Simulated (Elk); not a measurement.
Worked example: self-consistent single point of Li2Ga (Cmcm, 6 atoms in the cell) in Elk

Method of the run: LDA (PW92), all-electron FP-LAPW, Elk's shipped species files, default APW+lo basis in Elk 10.2.4.

Input as run:

```
tasks
  0

swidth
  0.00367493

maxscl
  100

avec
    4.1798644281   -8.7005163963    0.0000000000
    4.1798644281    8.7005163963    0.0000000000
    0.0000000000    0.0000000000    8.0291023734

atoms
  2
  'Li.in'
  4
  0.4180900000  0.5819100000  0.2500000000    0.0 0.0 0.0
  0.5819100000  0.4180900000  0.7500000000    0.0 0.0 0.0
  0.2405500000  0.7594500000  0.7500000000    0.0 0.0 0.0
  0.7594500000  0.2405500000  0.2500000000    0.0 0.0 0.0
  'Ga.in'
  2
  0.0774300000  0.9225700000  0.2500000000    0.0 0.0 0.0
  0.9225700000  0.0774300000  0.7500000000    0.0 0.0 0.0

ngridk
  6 6 5
```

The program printed (abridged):

```
│ Elk code version 10.2.4 │

All units are atomic (Hartree, Bohr, etc.)

│ Ground-state run starting from atomic densities │

Lattice vectors :
   4.179864428      -8.700516396       0.000000000
   4.179864428       8.700516396       0.000000000
   0.000000000       0.000000000       8.029102373

Unit cell volume      :    583.9883947
Brillouin zone volume :   0.4247519569

Muffin-tin inner radius fraction :   0.1000000000E-01

Nuclei treated as point charges

Species :    1 (Li)
 parameters loaded from : Li.in
 name : lithium
 nuclear charge    :   -3.000000000
 electronic charge :    3.000000000
 atomic mass :    12652.66897
 muffin-tin radius :    1.800000000
 number of radial points in muffin-tin :    297
 atomic positions (lattice), magnetic fields (Cartesian) :
   1 :   0.41809000  0.08191000  0.25000000    0.00000000  0.00000000  0.00000000
   2 :  -0.41809000 -0.08191000 -0.25000000    0.00000000  0.00000000  0.00000000
   3 :   0.24055000  0.25945000 -0.25000000    0.00000000  0.00000000  0.00000000
   4 :  -0.24055000 -0.25945000  0.25000000    0.00000000  0.00000000  0.00000000

Species :    2 (Ga)
 parameters loaded from : Ga.in
 name : gallium
 nuclear charge    :   -31.00000000
 electronic charge :    31.00000000
 atomic mass :    127097.2538
 muffin-tin radius :    2.392548259
 number of radial points in muffin-tin :    497
 atomic positions (lattice), magnetic fields (Cartesian) :
   1 :   0.07743000  0.42257000  0.25000000    0.00000000  0.00000000  0.00000000
   2 :  -0.07743000 -0.42257000 -0.25000000    0.00000000  0.00000000  0.00000000

Total number of atoms per unit cell :    6

Spin treatment :
 spin-unpolarised

Number of Bravais lattice symmetries :    8
Number of crystal symmetries         :    8
Crystal has inversion symmetry
Real symmetric eigensolver will be used

k-point grid :      6     6     5
k-point offset :    0.000000000       0.000000000       0.000000000
k-point set is reduced with full crystal symmetry group
Total number of k-points :       39

Muffin-tin radius times maximum |G+k| :    7.000000000
 using average radius
Maximum |G+k| for APW functions       :    3.504352254
Maximum (1/2)|G+k|²                   :    6.140242361
Maximum |G| for potential and density :    12.00000000
 potential will be trimmed for |G| > 2 gkmax
Constant for pseudocharge density :    7
Radial integration step length :    4

G-vector grid sizes :     40    40    32
Number of G-vectors :    17009

Maximum angular momentum used for
 APW functions                      :    8
 outer part of muffin-tin           :    6
 inner part of muffin-tin           :    1

Total nuclear charge    :   -74.00000000
Total core charge       :    36.00000000
Total valence charge    :    38.00000000
Total excess charge     :    0.000000000
Total electronic charge :    74.00000000

Effective Wigner radius, rₛ :    1.235078692

Number of empty states         :   24
Total number of valence states :   43
Total number of core states    :   36

Total number of local-orbitals :   48

Exchange-correlation functional :      3     0     0
 Perdew-Wang/Ceperley-Alder, Phys. Rev. B 45, 13244 (1992)
 gradient requirement :    0
 local density approximation (LDA)

Smearing type :    3
 Fermi-Dirac
Smearing width :   0.3674930000E-02
Effective electronic temperature (K) :    1160.451112

Mixing type :    3
 Broyden mixing, J. Phys. A: Math. Gen. 17, L317 (1984)

Kohn-Sham potential initialised from atomic data

│ Self-consistent loop started │
│ Loop number : 1 │
 total energy                :     -3906.14031725
│ Loop number : 2 │
 total energy                :     -3906.37110141
RMS change in Kohn-Sham potential (target) :   0.7747960681E-01 (  0.1000000000E-05)
Absolute change in total energy (target)   :   0.2307841582     (  0.1000000000E-03)
│ Loop number : 3 │
 total energy                :     -3908.93495671
RMS change in Kohn-Sham potential (target) :   0.4688903830E-01 (  0.1000000000E-05)
Absolute change in total energy (target)   :    2.621551340     (  0.1000000000E-03)
│ Loop number : 4 │
 total energy                :     -3910.37880398
RMS change in Kohn-Sham potential (target) :   0.2918233696E-01 (  0.1000000000E-05)
Absolute change in total energy (target)   :    2.099235108     (  0.1000000000E-03)
│ Loop number : 5 │
 total energy                :     -3911.33755581
RMS change in Kohn-Sham potential (target) :   0.1642662648E-01 (  0.1000000000E-05)
Absolute change in total energy (target)   :    1.483560603     (  0.1000000000E-03)
│ Loop number : 6 │
 total energy                :     -3912.05927959
RMS change in Kohn-Sham potential (target) :   0.5633006985E-02 (  0.1000000000E-05)
Absolute change in total energy (target)   :    1.092613926     (  0.1000000000E-03)
│ Loop number : 7 │
 total energy                :     -3912.38965962
RMS change in Kohn-Sham potential (target) :   0.4512457474E-03 (  0.1000000000E-05)
Absolute change in total energy (target)   :   0.6035335180     (  0.1000000000E-03)
│ Loop number : 8 │
 total energy                :     -3912.37319911
RMS change in Kohn-Sham potential (target) :   0.2952313620E-03 (  0.1000000000E-05)
Absolute change in total energy (target)   :   0.1344228674     (  0.1000000000E-03)
│ Loop number : 9 │
 total energy                :     -3912.37376559
RMS change in Kohn-Sham potential (target) :   0.1544782350E-03 (  0.1000000000E-05)
Absolute change in total energy (target)   :   0.3417219470E-01 (  0.1000000000E-03)
│ Loop number : 10 │
 total energy                :     -3912.38533300
RMS change in Kohn-Sham potential (target) :   0.1089198062E-04 (  0.1000000000E-05)
Absolute change in total energy (target)   :   0.2011045796E-01 (  0.1000000000E-03)
│ Loop number : 11 │
 total energy                :     -3912.38654877
RMS change in Kohn-Sham potential (target) :   0.2223983909E-05 (  0.1000000000E-05)
Absolute change in total energy (target)   :   0.6243386563E-02 (  0.1000000000E-03)
│ Loop number : 12 │
 total energy                :     -3912.38653806
RMS change in Kohn-Sham potential (target) :   0.1359513942E-05 (  0.1000000000E-05)
Absolute change in total energy (target)   :   0.1550140778E-02 (  0.1000000000E-03)
│ Loop number : 13 │
 total energy                :     -3912.38648841
RMS change in Kohn-Sham potential (target) :   0.4830443031E-07 (  0.1000000000E-05)
Absolute change in total energy (target)   :   0.3378804176E-03 (  0.1000000000E-03)
│ Loop number : 14 │
 total energy                :     -3912.38648903
RMS change in Kohn-Sham potential (target) :   0.1681784475E-07 (  0.1000000000E-05)
Absolute change in total energy (target)   :   0.8509519057E-04 (  0.1000000000E-03)
Convergence targets achieved

│ Loop number : 15 │

Energies :
 Fermi                       :     0.122993387351
 sum of eigenvalues          :     -2244.49498735
 electron kinetic            :      3987.24391720
 core electron kinetic       :      3688.65248212
 Coulomb                     :     -7746.85314928
 Coulomb potential           :     -6029.48867491
 nuclear-nuclear             :     -373.226924679
 electron-nuclear            :     -8717.76377429
 Hartree                     :      1344.13754969
 Madelung                    :     -4732.10881182
 xc potential                :     -202.250229640
 exchange                    :     -146.528628317
 correlation                 :     -6.24676830845
 electron entropic           :    -0.186014581278E-02
 total energy                :     -3912.38648885

Density of states at Fermi energy :    40.86947028
 (states/Hartree/unit cell)

Estimated indirect band gap :   0.1102032901E-02
 from k-point      5 to k-point     10
Estimated direct band gap   :   0.2390413726E-01
 at k-point     19

Charges :
 core                        :    36.00000000
 valence                     :    38.00000000
 interstitial                :    5.817337838
 muffin-tins (core leakage)
  species :    1 (Li)
   atom    1                 :    2.170147355     (   0.000000000    )
   atom    2                 :    2.170147355     (   0.000000000    )
   atom    3                 :    2.184089624     (   0.000000000    )
   atom    4                 :    2.184089624     (   0.000000000    )
  species :    2 (Ga)
   atom    1                 :    29.73709410     (  0.8069148675E-03)
   atom    2                 :    29.73709410     (  0.8069148675E-03)
 total in muffin-tins        :    68.18266216
 total calculated charge     :    73.99096191
 total charge                :    74.00000000
 error                       :   0.9038088108E-02

│ Self-consistent loop stopped │
```

The run converged in 15 iterations. The count includes the last loop, which Elk runs after its targets are met.

The starting cell comes from a database of computed structures (which also holds hypothetical and non-ambient phases and stackings), without a prior relaxation at this level. Its lattice was rescaled by a random factor within 2.5 % of one. Values depend on the basis (sphere radii, cutoffs, local orbitals), which need not be converged. The log's line on a gap gives a spacing of levels on this mesh, which the program prints for metals too.

Cost on one core of a shared machine: roughly 80 s.
